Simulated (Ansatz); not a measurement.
**What pressure 30 GPa does to CdS**

The reference is CdS in the wurtzite structure (space group P6_3mc, No. 186; a = 4.164 Å, c = 6.769 Å).

It is then changed as follows: a hydrostatic pressure of 30 GPa.

Method: r2SCAN/PAW in Ansatz (a first-principles code), scalar-relativistic without spin-orbit coupling, earlier PAW set. k-mesh 9×9×5 (Γ-centred); smearing 0.05 eV (Fermi–Dirac).

The volume per atom shrinks by 6.40 Å³ (25.41 Å³ → 19.01 Å³) and the c/a ratio increases by 0.253 (1.625 → 1.878). The shortest interatomic distance decreases by 0.261 Å, from 2.545 Å to 2.284 Å and the enthalpy H = E + PV relative to the base's energy amounts to +4.06 eV/atom. The band gap falls by 0.06 eV to 1.57 eV and the gap character stays direct at Γ. The width of the top valence band goes up by 1.14 eV (1.66 eV → 2.80 eV) and the electron mass changes from 0.15 mₑ along c, 0.16 mₑ across (at Γ) to 0.12 mₑ along c, 0.23 mₑ across (at Γ). The valence-band top at Γ (three highest levels, from the VBM) changes from 0.00, 0.00, -0.04 eV to 0.00, 0.00, -1.05 eV.

Final structure:

```
CdS
1.0
    3.60221     0.00000     0.00000
   -1.80111     3.11961     0.00000
    0.00000     0.00000     6.76674
Cd S
2 2
Direct
  0.66667   0.33333   0.98137
  0.33333   0.66667   0.48137
  0.66667   0.33333   0.64383
  0.33333   0.66667   0.14383
```

Load acts through the strain it causes; cell and atoms are relaxed under it. Masses are band curvatures over ±0.01 Å⁻¹ around the edge. Whether these cells are dynamically stable was not tested. Measured, CdS leaves this structure (for rock salt) near 2.54 GPa (temperature not stated; as listed in Datta, Sujoy, Jana, Debnarayan, arXiv (2020)), on rising pressure, with hysteresis.
